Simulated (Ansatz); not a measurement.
Consider MgTe in the zinc blende structure (space group F-43m, No. 216; a = 6.438 Å).

The values are results of Kohn–Sham DFT with the PBEsol functional, run in Ansatz (an electronic-structure program) with PAW and 420 eV plane waves, spin-orbit coupling left out, earlier PAW set, not measurements.

Before the change:

Valley order: Γ 2.35 eV; X along ⟨100⟩ 2.71 eV; L along ⟨111⟩ 3.18 eV
Width of the top valence band: 1.49 eV

Modification: an isotropic linear strain of +5.79 %; the atoms relax in the strained cell.

Task: Estimate the effect on the energy relative to the base.

Result: The energy increases by 95 meV/atom.

Task: What happens to the valley order?

Result: The valley order (the lowest conduction-band minima on the path, energy above the VBM, named in the base's zone) becomes Γ 1.67 eV; L along ⟨111⟩ 2.77 eV; X along ⟨100⟩ 2.91 eV (base: Γ 2.35 eV; X along ⟨100⟩ 2.71 eV; L along ⟨111⟩ 3.18 eV).

Task: Predict the new width of the top valence band.

Result: The width of the top valence band shrinks by 0.34 eV to 1.15 eV.

Spin-orbit coupling, missing from the scalar runs, can matter with Te. The levels and masses belong to the bands next to the band gap. Whether these cells are dynamically stable was not tested.
